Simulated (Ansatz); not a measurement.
Where the default PAW files enter, the runs use the earlier of Ansatz's two default sets.

Consider the following.

```
GaN
1.0
    3.18693     0.00000     0.00000
    0.00000     3.18693     0.00000
    1.59347     1.59347     2.25350
Ga N
1 1
Direct
  0.00000   0.00000   0.00000
  0.25000   0.75000   0.50000
```

Space group of this cell: F-43m, zinc blende. The cell is taken as given; by r2SCAN its mean pressure is -1.1 GPa.

Method: r2SCAN (plane waves, PAW; Ansatz, a first-principles code).

The current runs along the normal of the first two printed vectors; no spin-orbit coupling. Scaled by the factor s: all lengths (ions clamped). Meshes 14×14×14 and 10×10 across the current in all rows.

```
s     mean pressure (GPa)  band gap (eV)
----  -------------------  -------------
0.98                 12.1           2.54
1.00                 -1.1           2.13
1.02                -11.1              ?
```

### Question
Take the slope of the band gap against ln s from the two given rows, extrapolate to s = 1.02, and say what the run there gives.

### Answer
Slope = (2.54 − 2.13) / ln 0.98 = -20.3 eV. The line gives 2.13 + (-20.3) × ln 1.02 = 1.73 eV. The run gives 1.73 eV, as the line does.
